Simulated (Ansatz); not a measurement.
Take Mo in the bcc (W type) structure (space group Im-3m, No. 229; a = 3.151 Å; relaxed with 0.1 eV smearing) as the base. Axes: x, y, z lie along the cube axes.

Method: r2SCAN (Ansatz, a program for electronic structure; PAW; 500 eV plane waves; spin-orbit coupling left out).

Now apply this change: uniaxial strain ε_zz = −2.00 %, all other strain components held at zero, atoms relaxed at fixed cell.

Task: What does the calculation give for the stress after the change?

Result: The stress (xx, yy, zz, yz, xz, xy; compression positive) amounts to (3.5, 3.5, 10.5, 0.0, 0.0, 0.0) GPa.

Task: What does the calculation give for the energy relative to the base after the change?

Result: The energy goes up by 10 meV/atom.

No phonon test of stability was made. All final runs are without spin polarisation.
